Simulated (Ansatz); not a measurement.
The starting structures come from a database of crystals and need not be the phases stable at ambient conditions.

**Evanescent states of TlSbO3 (R-3, 10 atoms a cell, 17.9 Å³ an atom, -3 GPa at this level) along the normal of (101)**

Calculation: r2SCAN (plane waves, PAW; Ansatz, an electronic-structure program).

No gap correction and no spin-orbit coupling; mid-gap is the computed energy nearest the middle.

Energies count from the valence-band top; κ is the least over a 6×4 mesh across the current.

```tsv
E (eV)	κ (1/Å)	where
0.07	0.168	Γ
0.21	0.236	off Γ
0.35	0.258	off Γ
0.49	0.275	off Γ
0.63	0.289	off Γ
0.77	0.298	off Γ
0.91	0.304	off Γ
1.05	0.308	off Γ
1.19	0.310	off Γ
1.33	0.311	off Γ
1.47	0.310	off Γ
1.61	0.307	off Γ
1.75	0.302	off Γ
1.89	0.295	off Γ
2.03	0.285	off Γ
2.17	0.271	off Γ
2.31	0.254	off Γ
2.45	0.229	off Γ
2.59	0.190	off Γ
2.73	0.093	off Γ
```

**Question.** How thick must the barrier be to attenuate the transmission by 10^4 when the electrodes' Fermi level lies at 1.33 eV, and what attenuation does that film give at 1.47 eV?

**Answer.** d = 4 ln 10 / (2 × 0.311) = 14.8 Å. At 1.47 eV it gives 4 × 0.310/0.311 = 4.0 decades.
